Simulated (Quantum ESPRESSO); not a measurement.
Quantum ESPRESSO 7.5, DFT, PBE, plane waves, PseudoDojo 0.5 standard norm-conserving PBE (local tails restored to the Coulomb form): cubic fluorite HfO2, 3 atoms. Basis and mesh were picked for this test and aren't claimed converged.

```json
{
  "cell": "3.59, 3.59, 3.59 Å; 60, 60, 60°",
  "task": "scf",
  "k mesh": "8×8×8",
  "ecutwfc": "84 Ry",
  "ecutrho": "336 Ry",
  "occupations": "fixed",
  "conv_thr": "3e-09 Ry",
  "tprnfor": "true",
  "tstress": "false",
  "diagonalization": "david (default)",
  "mixing_mode": "plain (default)",
  "mixing_beta": "0.7 (default)",
  "mixing_ndim": "8 (default)",
  "k-points computed": "29",
  "bands": "12",
  "electrons": "24",
  "G-vectors of the density": "23049",
  "FFT grid": "40×40×40",
  "symmetry_operations": "48"
}
```

Hardware: Intel Xeon 6 (Granite Rapids), 96 cores on 1 socket, 2 hardware threads a core, 3 L3 cache groups, 3 NUMA nodes.

Wall times, medians of two to five repeats, each run alone on the node (launch to exit). Unless noted, each process is bound to its own block of adjacent cores. The times hold for this build (conda-forge: Open MPI 5.0, OpenMP, OpenBLAS 0.3.34 (pthreads), FFTW, ScaLAPACK, ELPA). Scratch files lie in a memory file system. This build's BLAS runs threads of its own beside OpenMP's, on the same cores; «BLAS threads» counts them.

The candidates, on 96 cores each, agree within 1.0 meV/atom in energy:
A. 24 ranks × 4 threads, 1 BLAS thread, -nk 12
B. 12 ranks × 8 threads, 1 BLAS thread, -nk 12
C. 96 ranks, -nk 16
D. 48 ranks × 2 threads, 1 BLAS thread, -nk 16
E. 48 ranks × 2 threads, 2 BLAS threads, -nk 16

Task: Which choice gives the shortest wall time?

Result: C (96 ranks, -nk 16), 1.6 s. At the other end E takes 8.8× as long.

```
candidate  wall time            repeats  SCF iterations
---------  ---------  -----------------  --------------
C              1.6 s  3 runs within 2 %              22
D              1.8 s  3 runs within 2 %              21
A              2.5 s  3 runs within 2 %              22
B              5.9 s  2 runs within 5 %              14
E               14 s  2 runs within 6 %              21
```

From the slowest to the fastest: The largest move is in the rest of the band solver (c_bands and wfcinit less FFTs, projectors and diagonalisation: overlaps, rotations, waiting): 7.2 s to 0.090 s. The BLAS threads cost time here: 48 ranks × 2 threads, 2 BLAS threads takes 14 s and 1000 core-seconds of CPU time, the same layout with one BLAS thread 1.8 s and 110. Launch, exit and the like take 0.81 s of the 1.6 s.
